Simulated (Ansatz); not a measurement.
## What pressure −2 GPa does to hypothetical diamond Ag

Take Ag in the diamond structure (space group Fd-3m, No. 227; a = 6.0383 Å; a hypothetical phase, not in the database extracts checked) as the base.

One thing is altered: a negative pressure, −2 GPa.

The values are results of PBEsol, PAW, 420 eV (Ansatz, a first-principles code; no SOC), not measurements. Γ-centred 13×13×13 mesh, Fermi–Dirac width 0.05 eV.

* **Volume per atom**: 29.11 Å³ (base 27.52 Å³)
* **Density**: 6.15 g/cm³ (base 6.51 g/cm³)
* **Lattice parameter a**: 6.152 Å (base 6.038 Å)
* **Shortest interatomic distance**: 2.664 Å (base 2.615 Å)
* **Enthalpy H = E + PV relative to the base's energy**: -0.35 eV/atom
* **Band gap**: zero (base zero)

Load acts through the strain it causes; cell and atoms are relaxed under it. No phonon test of stability was made.
